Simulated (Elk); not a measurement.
Band structure of CaMg7 (P-6m2, 8 atoms in the cell).

```
CELL_PARAMETERS angstrom
      6.78999     0.00000     0.00000
     -3.39500     5.88030     0.00000
      0.00000     0.00000     5.37007
ATOMIC_POSITIONS crystal
  Ca 0.00000 0.00000 0.50000
  Mg 0.00463 0.50231 0.50000
  Mg 0.49768 0.99537 0.50000
  Mg 0.49768 0.50231 0.50000
  Mg 0.17020 0.34040 0.00000
  Mg 0.17020 0.82980 0.00000
  Mg 0.65960 0.82980 0.00000
  Mg 0.66667 0.33333 0.00000
```

Computed with Elk 10.2.4 with PBEsol, all-electron FP-LAPW, Elk's shipped species files, default APW+lo basis.

Settings: xctype = 22; swidth = 0.00367493 Ha; ngridk = 4 4 5; maxscl = 100.

The starting cell comes from a database of computed structures (which also holds hypothetical and non-ambient phases and stackings), without a prior relaxation at this level. Its lattice was rescaled by a random factor within 2.5 % of one. Values depend on the basis (sphere radii, cutoffs, local orbitals), which need not be converged.

Levels in eV from the Fermi level, bands 37 to 44:
```
point     37     38     39     40     41     42     43     44
-----  -----  -----  -----  -----  -----  -----  -----  -----
Γ      -1.74  -1.62  -1.62  -1.10  -0.63   1.43   1.43   2.33
M      -0.53  -0.21   0.07   0.08   0.42   0.86   0.96   1.28
K      -0.71  -0.49  -0.26  -0.16   0.42   0.49   0.53   0.67
A      -0.98  -0.98  -0.89  -0.89  -0.89  -0.67  -0.47  -0.27
L      -1.95  -1.65  -1.51  -1.33   1.01   1.60   1.72   2.28
H      -3.29  -2.74   0.14   0.36   0.45   0.61   0.66   1.63
```

Bands cross the Fermi level along this path, so the cell is metallic at this level.
